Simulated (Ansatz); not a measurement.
The starting structures come from a database of crystals and need not be the phases stable at ambient conditions.

Tunnelling through a barrier is set by its complex band structure: the current falls as exp(−2κd) with the smallest κ.

Consider the following.

```
AlLi3H6
1.0
    7.95586     0.00000     0.00000
   -3.97793     6.88998     0.00000
    3.97793     2.29666     3.12970
Li Al H
6 2 12
Direct
  0.68318   0.43259   0.37778
  0.31682   0.56741   0.62222
  0.18963   0.25059   0.37778
  0.81037   0.74941   0.62222
  0.37163   0.93904   0.37778
  0.62837   0.06096   0.62222
  0.00000   0.50000   0.50000
  0.00000   0.00000   0.00000
  0.95933   0.04827   0.33569
  0.04067   0.95173   0.66431
  0.61604   0.91106   0.33569
  0.38396   0.08894   0.66431
  0.75325   0.70498   0.33569
  0.24675   0.29502   0.66431
  0.36821   0.57330   0.20120
  0.63179   0.42670   0.79880
  0.22550   0.79491   0.20120
  0.77450   0.20509   0.79880
  0.00389   0.43059   0.20120
  0.99611   0.56941   0.79880
```

Space group of this cell: R-3. The cell is taken as given.

Transport runs along the normal of the first two printed cell vectors, the (001) plane of the conventional cell.

The gap is the functional's own, uncorrected, and κ follows it; spin-orbit coupling is left out. Mid-gap values are interpolated between the computed energies.

State the band gap and the smallest decay constant κ at mid-gap according to r2SCAN (Ansatz, a quantum-chemistry and plane-wave program).

Gap 4.21 eV on a 10×10×10 mesh; κ = 0.343 1/Å, at the zone centre.
